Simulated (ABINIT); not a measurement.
ABINIT run on Sr2H3I (P-3m1, 6 atoms in the cell): self-consistent single point.

Method of the run: PBEsol, norm-conserving pseudopotentials (PseudoDojo nc-sr-04 PBEsol standard) (plane waves; ABINIT).

The change in words: lattice scaled by 0.98. Reference geometry:
```yaml
crystal:
  lattice:
    - [4.24273, 0.00000, 0.00000]
    - [-2.12136, 3.67431, 0.00000]
    - [0.00000, 0.00000, 7.68275]
  atoms:
    - { symbol: Sr, position: [0.66667, 0.33333, 0.67866] }
    - { symbol: Sr, position: [0.33333, 0.66667, 0.32134] }
    - { symbol: H, position: [0.00000, 0.00000, 0.50000] }
    - { symbol: H, position: [0.66667, 0.33333, 0.35725] }
    - { symbol: H, position: [0.33333, 0.66667, 0.64275] }
    - { symbol: I, position: [0.00000, 0.00000, 0.00000] }
```

Reference input (self-consistent single point, DFT, PBEsol, plane waves, norm-conserving pseudopotentials (PseudoDojo nc-sr-04 PBEsol standard)): pseudos = [Sr.upf, H.upf, I.upf]; ecut = 36 Ha; occopt = 3; tsmear = 0.00073499 Ha; ngkpt = 6 6 3; nshiftk = 1; shiftk = 0 0 0; potentials = PseudoDojo nc-sr-04 PBEsol standard; nband = 21; kptopt = 1; nstep = 100; tolvrs = 1e-10. This run's input differs from it in these lines:

```diff
@@ -3,6 +3,6 @@
 pseudos "Sr.upf, H.upf, I.upf"
-acell 4.2427300223 4.2427300223 7.6827500000 Angstrom
+acell 4.1578753604 4.1578753604 7.5290950000 Angstrom
 rprim
-         1.0000000000   -0.0000000012    0.0000000000
-        -0.4999999989    0.8660254044    0.0000000000
+         1.0000000000    0.0000000400    0.0000000000
+        -0.5000000347    0.8660253838    0.0000000000
          0.0000000000    0.0000000000    1.0000000000
```

Output, abridged:

```
--- !BeginCycle
solver: {iscf: 7, nstep: 100, nline: 4, wfoptalg: 0, }
tolerances: {tolvrs: 1.00E-10, }
...

     iter   Etot(hartree)      deltaE(h)  residm     vres2
 ETOT  1  -83.178040552721    -8.318E+01 3.971E-02 1.940E+03
 ETOT  2  -83.264443625255    -8.640E-02 2.017E-02 4.340E+02
 ETOT  3  -83.271234690304    -6.791E-03 3.133E-03 1.239E+02
 ETOT  4  -83.273769089026    -2.534E-03 7.542E-03 2.613E+00
 ETOT  5  -83.273829729621    -6.064E-05 2.114E-03 4.106E-02
   [... 3 lines left out ...]
 ETOT  9  -83.273831408593    -2.109E-10 3.918E-04 1.231E-07
 ETOT 10  -83.273831408595    -2.359E-12 5.787E-04 1.348E-09
 ETOT 11  -83.273831408594     1.080E-12 1.310E-04 1.266E-10
 ETOT 12  -83.273831408596    -2.160E-12 1.515E-04 1.773E-11
 At SCF step   12       vres2   =  1.77E-11 < tolvrs=  1.00E-10 =>converged.

 Cartesian components of stress tensor (hartree/bohr^3)
  sigma(1 1)= -1.15998418E-05  sigma(3 2)=  0.00000000E+00
  sigma(2 2)= -1.15998418E-05  sigma(3 1)=  0.00000000E+00
  sigma(3 3)= -7.23982016E-06  sigma(2 1)=  1.53961378E-13

 ----iterations are completed or convergence reached----

 reduced coordinates (array xred) for    6 atoms
       0.666666666667      0.333333333333      0.678660000000
       0.333333333333      0.666666666667      0.321340000000
       0.000000000000      0.000000000000      0.500000000000
       0.666666666667      0.333333333333      0.357250000000
       0.333333333333      0.666666666667      0.642750000000
       0.000000000000      0.000000000000      0.000000000000
 cartesian forces (eV/Angstrom) at end:
   [... lines left out ...]
 Fermi (or HOMO) energy (hartree) =   0.23748   Average Vxc (hartree)=  -0.34206
   [... lines left out ...]
total_energy        : -8.32738314085963E+01
total_energy_eV     : -2.26599619195224E+03
band_energy         : -9.01685376867952E+00
...

-Cartesian components of stress tensor (GPa)         [Pressure=  2.9852E-01 GPa]
- sigma(1 1)= -3.41279070E-01  sigma(3 2)=  0.00000000E+00
- sigma(2 2)= -3.41279072E-01  sigma(3 1)=  0.00000000E+00
- sigma(3 3)= -2.13002827E-01  sigma(2 1)=  4.52969936E-09

 Calculation completed.
```

The run converged in 12 iterations. Against the reference run the free energy falls by 5.7 meV/atom, the pressure goes from -1.78 to 0.30 GPa, the largest force goes from 0.024 to 0.097 eV/Å and the gap on the mesh moves little (2.022 to 2.020 eV).

The starting cell comes from a database of computed structures (which also holds hypothetical and non-ambient phases and stackings), without a prior relaxation at this level. For this run, on top of that: lattice scaled by 0.98. Spin-orbit coupling is off.

Cost on one core of a shared machine: roughly 3 min.
